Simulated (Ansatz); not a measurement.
## Ga2AsP (R3m, No. 160, 4 atoms in the cell; start mp-1224789)

Level of theory: r²SCAN0 (Ansatz, an electronic-structure program, plane waves, PAW).

Numerical settings: plane-wave cutoff 520 eV, 8×8×8 k mesh, Fermi–Dirac smearing 0.01 eV, scalar-relativistic PAW data made under PBE.

Cell (relaxed with PBEsol):

```cif
data_AsGa2P
_chemical_formula_sum 'Ga2 P1 As1'
_space_group_name_H-M_alt 'P 1'
_space_group_IT_number 1
_cell_length_a 6.79727
_cell_length_b 6.79727
_cell_length_c 6.79727
_cell_angle_alpha 33.540
_cell_angle_beta 33.540
_cell_angle_gamma 33.540
loop_
_space_group_symop_operation_xyz
  'x, y, z'
loop_
_atom_site_label
_atom_site_type_symbol
_atom_site_fract_x
_atom_site_fract_y
_atom_site_fract_z
_atom_site_occupancy
Ga1 Ga 0.99750 0.99750 0.99750 1
Ga2 Ga 0.50258 0.50258 0.50258 1
P1 P 0.62511 0.62511 0.62511 1
As1 As 0.12481 0.12481 0.12481 1
```

```
Quantity                                Result
--------  ------------------------------------
band gap  2.74 eV (on the SCF k mesh) (direct)
```

Note: cell and atoms aren't relaxed at this level (largest force component 0.06 eV/Å, pressure -0.6 GPa).

Spin–orbit coupling is not included.

A start named mp-… is a Materials Project structure, which need not be a measured phase.
